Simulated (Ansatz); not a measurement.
An input for Ansatz (LDA) and the part of its output that reports the quasi-harmonic study. Lengths are of the primitive cell. Dynamical quadrupoles are not included in the interpolation of the phonons between the solved wave vectors.

Ansatz 0.2 input:
```yaml
crystal:
  lattice:
    - [0.0, 2.2452393925, 2.2452393925]
    - [2.2452393925, 0.0, 2.2452393925]
    - [2.2452393925, 2.2452393925, 0.0]
  atoms:
    - { symbol: P, position: [0.25, 0.25, 0.25] }
    - { symbol: B, position: [0.0, 0.0, 0.0] }
kpoints:
  mp_grid: { grid: [12, 12, 12] }
hamiltonian:
  xc: lda
  pseudopotentials: { kind: paw }
scf:
  occupations: { method: fixed }
phonons:
  method: dfpt
  qmesh: [6, 6, 6]
  temperatures: { t_max: 1000, t_step: 25 }
  thermal_expansion: {}
checkpoint:
  write: run
```

```
--- Thermal expansion: 10 cells in 3 rounds, 0 GPa ---
  no lower state was reached at cell 4
  without vibrations: a 3.17515, b 3.17515, c 3.17515 Å, V 22.6348 Å³, B 175.75 GPa
  at 0 K: a 3.18417, b 3.18417, c 3.18417 Å, V 22.8284 Å³, B 172.26 GPa
  zero-point expansion: a +0.284, b +0.284, c +0.284, V +0.855 %
      T/K        a/Å        b/Å        c/Å       V/Å³ | expansion of a, b, c, V (1e-6/K)   | that of V in the mean from 25 °C | C_P, C_V (J/mol K of the cell) | B_T, B_S (GPa)
     0.00    3.18417    3.18417    3.18417    22.8284 |    0.00    0.00    0.00    0.00 |    3.14 |     0.000     0.000 |   172.26   172.26
   100.00    3.18420    3.18420    3.18420    22.8289 |    0.30    0.30    0.30    0.89 |    4.61 |     5.850     5.850 |   172.22   172.22
   200.00    3.18447    3.18447    3.18447    22.8347 |    1.52    1.52    1.52    4.57 |    6.71 |    18.862    18.852 |   171.86   171.95
   298.15    3.18517    3.18517    3.18517    22.8498 |    2.91    2.91    2.91    8.72 |       - |    29.082    29.028 |   171.13   171.45
   375.00    3.18598    3.18598    3.18598    22.8674 |    3.73    3.73    3.73   11.20 |   10.03 |    34.605    34.495 |   170.39   170.94
   475.00    3.18730    3.18730    3.18730    22.8957 |    4.48    4.48    4.48   13.45 |   11.38 |    39.371    39.170 |   169.32   170.19
   575.00    3.18882    3.18882    3.18882    22.9284 |    4.98    4.98    4.98   14.94 |   12.43 |    42.412    42.114 |   168.18   169.37
   675.00    3.19046    3.19046    3.19046    22.9639 |    5.33    5.33    5.33   15.98 |   13.26 |    44.438    44.040 |   167.01   168.52
   775.00    3.19220    3.19220    3.19220    23.0016 |    5.58    5.58    5.58   16.74 |   13.93 |    45.851    45.352 |   165.81   167.63
   875.00    3.19402    3.19402    3.19402    23.0408 |    5.78    5.78    5.78   17.33 |   14.49 |    46.880    46.280 |   164.60   166.73
   975.00    3.19589    3.19589    3.19589    23.0813 |    5.93    5.93    5.93   17.80 |   14.97 |    47.657    46.956 |   163.37   165.81
  1000.00    3.19637    3.19637    3.19637    23.0916 |    5.97    5.97    5.97   17.90 |   15.08 |    47.823    47.096 |   163.07   165.58
  the static fit leaves 0.000 meV an atom of the energies and, of the stresses, 0.000 GPa of each cell's largest along a strain (root mean squares over the cells), whose Pulay part it has at -0.020 GPa
  vibrations' free energy: its fit passes through its cells
  the electrons' free energy at temperature is not in it: every band gap is over 1.03 eV
  free energies summed between the sampled wave vectors
  estimated error of the fitted expansion in any direction: up to 0.033e-6/K, at 1000 K, with few degrees of freedom (an estimate, not a bound: it was exceeded on models of known expansion)
  by sums over the sampled wave vectors an expansion of the volume parts by up to 0.08e-6/K
  by a static energy of one degree less an expansion of the volume parts by up to 0.00e-6/K
  band gaps on the cells' k-points are 1.107 to 1.196 eV
```

Warnings of the run: phonon_interpolation_lacks_quadrupole_term, thermal_expansion_settings.

Cost: roughly 80 core-minutes.

No phase change or melting is allowed for: the numbers belong to this structure as given.

The PAW data sets were generated under PBE and serve the other functionals too.

Ansatz is a first-principles code.
